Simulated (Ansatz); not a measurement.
ZnS: band gap against strain

ZnS (wurtzite, P6_3mc, 18.586 Å³/atom at rest, c along z) under an equal strain ε along all three axes. LDA in Ansatz, a plane-wave DFT program (PAW, default set), 420 eV, 10×10×6 Γ-centred mesh, Fermi-Dirac smearing 0.05 eV; ions are relaxed within the symmetry of each cell. Gaps are the smallest over the k-mesh and a band path, without spin-orbit coupling; in all rows the valence edge lies at Γ and the conduction edge at Γ.

Here s stands for strain and Eg for gap.

| strain (%) | gap (eV) |
|---|---|
| -3.00 | ? |
| -1.80 | 2.448 |
| -1.20 | 2.361 |
| -0.60 | 2.276 |
| 0.00 | 2.192 |

Question: Using a straight line, estimate the missing Eg at s = -3.00 from the other rows, showing the fit.

Answer: Means: s -0.90000, Eg 2.3193. About the means, the sum of products is -0.25590 and the sum of squares of s is 1.8000; the slope is their ratio. Least squares gives Eg = 2.1913 - 0.14217·s. Residuals (row less fit): 0.0008, -0.0009, -0.0006, 0.0007; standard error 0.0011 (degrees of freedom: 2). Over these rows the gap moves by -14 ± 0.08 eV per unit strain, or -4.7 eV per unit of ln V. At the withheld row, Eg = 2.1913 - 0.14217 × (-3.0) = 2.6178 eV. The calculation gives 2.625 eV, 0.0072 eV above the prediction (1.7 % of the range of Eg in the table). The row lies outside the fitted rows, so this is an extrapolation. From the scatter of the fitted rows alone, a prediction at this place has a standard error of 0.0021 eV, so the miss is 3.4 times that.

One order more, fitted to all 6 runs of the series, follows each within 0.001, so the miss is the next term of a smooth law. Other structures, which can take over under pressure, weren't tried. ZnS is here the high-temperature form. Rows are the converged runs of the series near zero and its far end; series whose fitted rows scatter by over a few per cent of the range, as at a crossing or softening among them, aren't shown in this form. Most that stay on the fit to the last digits aren't either.
